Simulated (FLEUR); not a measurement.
## Equation of state of rock-salt BaTe (space group 225): energy against volume (FLEUR, LDA)

```
BaTe
1.0
    0.00000     3.36387     3.36387
    3.36387     0.00000     3.36387
    3.36387     3.36387     0.00000
Ba Te
1 1
Cartesian
  0.00000   0.00000   0.00000
  3.36387   3.36387   3.36387
```

Level of theory: LDA (Perdew-Zunger), all-electron FLAPW (FLEUR), scalar-relativistic valence (FLEUR). Settings: Kmax = 4.33 1/bohr; GmaxXC = 13 1/bohr; xcFunctional = pz; jspins = 1; l_soc = F; mode = hist; fermiSmearingEnergy = 0.00036749 Htr; mesh (inpgen div1-3) = 8 8 8; inpgen gamma flag = true; Gmax = 13 1/bohr; numbands = 0; maxIterBroyd = 40; imix = Anderson; alpha = 0.05; precondParam = 0; minDistance = 1e-05 me/bohr^3. The cell above is the first row's. The rows scale it uniformly. In all rows fractional positions and the k mesh are held. E is the free energy at the stated smearing, counted from the lowest row.

```
V (Å^3/atom)  E (meV/atom)
------------  ------------
38.064                   ?
38.892                7.75
39.719                1.80
40.547                0.00
41.374                1.92
42.202                7.16
43.029               15.38
43.857               26.27
44.684               39.53
```

The 8 complete rows are fitted with the third-order Birch-Murnaghan form, a cubic in V^(-2/3), E against V. With u = V^(-2/3) - 0.0831, the rows have u = 0.0040150, 0.0028016, 0.0016281, 0.0004953, -0.0006018, -0.0016622, -0.0026905, -0.0036857. Least squares gives E = 3.874 - 4636.6·u + 1380389·u² + 3698551·u³. Residuals (row less fit): 0.000, 0.000, 0.000, 0.003, -0.003, 0.002, 0.001, 0.000; standard error 0.003 (degrees of freedom: 4). Its minimum lies at u = 0.0016683, so V0 = (0.0847683)^(-3/2) = 40.52. There d²E/du² = 2798000 and d³E/du³ = 2.219e7, so B0 = (4/9) × 40.52^(-7/3) × 2798000 × 0.160218 = 35.3 GPa (the last factor turns the table's units into GPa), and B0' = 4 + (2/3) × 0.0847683 × (2.219e7)/2798000 = 4.4.

Question: Estimate the missing E (V = 38.064); what did the run itself give?

Answer: u = 0.0052738, so E = 3.874 - 4636.6 × 0.0052738 + 1380389 × 0.0052738² + 3698551 × 0.0052738³ = 18.357 meV/atom. The calculation gives 18.35 meV/atom, 0.007 meV/atom below the prediction (under 0.05 % of the range of E in the table). The row lies outside the fitted rows, so this is an extrapolation. From the scatter of the fitted rows alone, a prediction at this place has a standard error of 0.008 meV/atom, so the miss is 0.9 times that.

Carrying the step between the two nearest rows on in a straight line would have given 13.71, off by 4.64; series whose last step already gives the withheld value aren't shown. The scan was laid around a cell of about the measured size, scaled by a guess for this functional. The runs keep the symmetry of the cell, so they don't test it for distortions. Values depend on the basis (sphere radii, cutoffs, local orbitals), which need not be converged. Spin-orbit coupling is off. Cutoffs and mesh are single choices, not tested for convergence of this quantity. Series with a scatter that would blur these digits, or in which a gap closes, are not shown. Nor are scans whose minimum lies at an end fitted in this form.
